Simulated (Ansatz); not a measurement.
Consider Ta-vacancy pair (Ta on one host Ru site, one Ru site vacant) in hcp Ru, neutral cell. These are PBE, PAW (plane waves to 420 eV; Ansatz, a program for electronic structure) values and carry that method's errors.

36-site cell at the relaxed PBE lattice, a 2×2×2 k-point mesh shifted by half a step along c, smearing 0.10 eV, spin-restricted, no finite-size correction. Static, classical nuclei. Spin-orbit coupling is left out. Forms of the defect that were not tried may lie lower.

Barriers: single points on a 4×4×4 k-point mesh shifted by half a step along c at the bands' geometries (they differ from the bands' own by up to 0.19 eV, and are uncertain by about as much).

Relaxed starting cell (atoms counted from 1):

```xyz
35
Lattice="8.1642 0.0000 0.0000 -4.0821 7.0704 0.0000 0.0000 0.0000 8.5861" Properties=species:S:1:pos:R:3 pbc="T T T"
Ta    -0.0475     1.5461     1.1937
Ru    -0.0126     1.5665     5.3904
Ru    -1.3849     3.9370     1.0777
Ru    -1.3766     3.9239     5.3820
Ru    -2.7278     6.2629     1.0778
Ru    -2.7350     6.2766     5.3820
Ru     2.7258     1.5829     1.0825
Ru     2.7357     1.5974     5.3972
Ru     1.3709     3.9295     1.0824
Ru     1.3883     3.9309     5.3974
Ru     0.0046     6.2899     1.0720
Ru     0.0050     6.2901     5.3864
Ru     5.4302     1.5650     1.0846
Ru     5.4609     1.5639     5.3539
Ru     4.0692     3.9231     1.0849
Ru     4.0783     3.9283     5.3876
Ru     2.7076     6.2808     1.0849
Ru     2.7221     6.3079     5.3541
Ru     1.4113     0.7769     3.2817
Ru     1.3501     0.7876     7.5128
Ru     0.0157     3.1942     3.2816
Ru    -0.0056     3.1358     7.5128
Ru    -1.3580     5.5031     3.2316
Ru    -1.3624     5.5006     7.5204
Ru     4.0738     0.7791     3.2358
Ru     4.0873     0.7831     7.5162
Ru     2.7141     3.1405     3.2357
Ru     2.7175     3.1425     7.5338
Ru     1.3490     5.4989     3.2357
Ru     1.3591     5.5087     7.5160
Ru     6.7903     0.7804     7.4788
Ru     5.4423     3.1571     3.2344
Ru     5.4458     3.1330     7.5360
Ru     4.0923     5.4952     3.2344
Ru     4.0734     5.5102     7.5358
```

End state 1 differs by these moves (Å; atoms that move under 0.08 Å are left out):

```tsv
atom	element	Δx	Δy	Δz
1	Ta	-1.27	-0.73	1.93
```

Problem. Give the forward and backward barriers to end state 1 at the level PBE, PAW.

Solution. forward 1.19 eV, backward 1.19 eV; at the saddle point atom 1 has neighbours 4 Ru at 2.50, 4 Ru at 3.03 Å. The saddle point's order was not checked, and it lies on a symmetry element of the cell, where a band can be held.
